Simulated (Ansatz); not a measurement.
## Several settings converged on Se (P3_121, 3 atoms in the cell)

```yaml
crystal:
  lattice:
    - [2.19156, -3.79589, 0.00000]
    - [2.19156, 3.79589, 0.00000]
    - [0.00000, 0.00000, 4.96485]
  atoms:
    - { symbol: Se, position: [0.00000, 0.22500, 0.66667] }
    - { symbol: Se, position: [0.77500, 0.77500, 0.00000] }
    - { symbol: Se, position: [0.22500, 0.00000, 0.33333] }
```

Base method: LDA (PW92), default PAW files made with PBE (plane waves; Ansatz, a first-principles code).

Base settings: basis.ecutwfc = 420 eV; kpoints.mp_grid.grid = 7 7 5; hamiltonian.xc = lda; hamiltonian.pseudopotentials = {kind: paw} (the program's default PAW files); scf.occupations.method = fermi_dirac; scf.occupations.width = 0.01 eV.

Core times come from one kind of shared machine, to one figure; runs under 30 s give none.

**The force threshold of a relaxation**

On Se (C2, 3 atoms in the cell): one atom moved by 0.15 angstrom.

In this ladder: relax = atoms.

The mesh stays at the base's, so the ladder's end is converged at best in this setting alone.

Only quantities that move along the ladder and can be compared are tabulated.

```tsv
relax.f_tol	free energy less the last step's (meV/atom)	largest force left (eV/Å)	relaxation steps
0.2 eV/Å	0.30	0.0667	3
0.1 eV/Å	0.30	0.0667	3
0.05 eV/Å	0.00	0.0054	4
0.02 eV/Å	0.00	0.0052	4
0.005 eV/Å	0.00	0.0000	5
0.001 eV/Å	0.00	0.0000	6
```

Coarsest relax.f_tol that holds the free energy within 0.2 meV/atom of the last step, with all finer ones: 0.05 eV/Å; the step before is off by 0.30 meV/atom.

Coarsest relax.f_tol that holds the largest force left within 0.01 eV/Å of the last step, with all finer ones: 0.05 eV/Å; the step before is off by 0.067 eV/Å.

Two neighbours can agree and both be off: 0.2 eV/Å and 0.1 eV/Å differ by 0.00 meV/atom in the free energy, yet lie about 0.30 meV/atom from the last step.

**Zone-centre phonons against the mesh**

In this ladder: scf.occupations.method = fixed; scf.occupations.width = default; phonons.method = dfpt; phonons.dielectric = true; phonons.rigid_motions = translations.

Frequencies are those of the unrelaxed cell, without the LO-TO term of polar crystals.

Only quantities that move along the ladder and can be compared are tabulated.

| kpoints.mp_grid.grid | highest zone-centre frequency (cm⁻¹) | lowest optical frequency (cm⁻¹) | core time / last (rough) |
|---|---|---|---|
| 3 3 2 | 234.3 | 87.5 | 0.1 |
| 4 4 3 | 227.2 | 93.7 | 0.2 |
| 5 5 4 | 228.1 | 94.8 | 0.2 |
| 10 10 8 | 228.0 | 94.9 | 1 |

Coarsest kpoints.mp_grid.grid that holds the highest zone-centre frequency within 1 cm⁻¹ of the last step, with all finer ones: 4 4 3, at about 0.2 of the last step's time; the step before is off by 6.4 cm⁻¹.

Coarsest kpoints.mp_grid.grid that holds the lowest optical frequency within 2 cm⁻¹ of the last step, with all finer ones: 4 4 3, at about 0.2 of the last step's time; the step before is off by 7.5 cm⁻¹.

On the base run: the starting cell has typed, rounded lattice constants, without a prior relaxation at this level. Its lattice was rescaled by up to half a per cent.

Keys are those of Ansatz 0.2.
